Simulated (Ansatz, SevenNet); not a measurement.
For SiO₂ (P4₁2₁2, No. 92), the machine-learned potential SevenNet-l3i5 (trained on PBE and PBE+U data) gives:

| Property | Value |
|---|---|
| lattice parameter a | 5.095 Å |
| lattice parameter c | 7.125 Å |

### Question
What does r²SCAN+rVV10 in Ansatz (plane waves, PAW) give for the same quantities?

### Answer

- lattice constant a: 4.896 Å (shrinks by 3.9 %)
- lattice parameter c: 6.745 Å (falls by 5.3 %)

Changes are worked out from the printed values.

Unless a cell is named, each level is at its own relaxed cell (SevenNet-l3i5 15.41, r²SCAN+rVV10 13.47 Å³/atom).

Ansatz's density-functional and Hartree–Fock values are scalar-relativistic unless marked +SOC, with PAW data made under PBE.

Ansatz is an electronic-structure program.
